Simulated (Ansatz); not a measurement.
## ZrB2: In on a B site

Base system: a 12-atom supercell of ZrB₂ (space group P6/mmm, No. 191; a = 3.168 Å, c = 3.550 Å) at its relaxed geometry.

Modification: a neutral In on a B site, atoms relaxed at fixed cell, starting from a slightly rattled geometry.

Computed with r2SCAN/PAW in Ansatz (a program for electronic structure), no SOC. Γ-centred 11×11×11 mesh, Fermi–Dirac width 0.05 eV.

| quantity | base | changed | shift |
|---|---|---|---|
| pressure | 0.0 GPa | 37.9 GPa | +37.9 GPa |
| largest displacement of a host atom from its site in the perfect cell | – | 0.22 Å | – |
| mean distance from the defect site to its nearest host atoms | 1.83 Å | 2.05 Å | +0.22 Å |

The cell is small, so the values are those of an ordered compound at a high defect concentration; dilute-limit values will differ. All final runs are without spin polarisation. The defect cell is not spin-polarised.
